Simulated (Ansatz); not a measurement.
The reference is AlN in the wurtzite structure (space group P6_3mc, No. 186; a = 3.130 Å, c = 5.018 Å).

Computed with Ansatz (a first-principles code), PBE, PAW, cutoff 420 eV, no spin-orbit coupling.

```csv
level,band gap,lattice parameter a,lattice parameter c
PBE,4.03 eV,3.130 Å,5.018 Å
```

### Question
What does experiment give, and how far off is each level?

### Answer
Measured: band gap 6.51 eV (static lattice; corrected from measurement; as listed in Martin Feneberg et al., Physical Review B (2010)); lattice parameter a 3.1113 Å (0 K or low temperature; as listed in arXiv:1206.3780); lattice parameter c 4.9793 Å (0 K or low temperature; as listed in arXiv:1206.3780). Computed minus measured — band gap: PBE -2.48 eV; lattice parameter a: PBE +0.6 %; lattice parameter c: PBE +0.8 %. Measured values not marked as corrected hold thermal and zero-point effects that the static-lattice runs lack. A measured gap can be an optical one, lowered by exciton binding.

Whether these cells are dynamically stable was not tested.
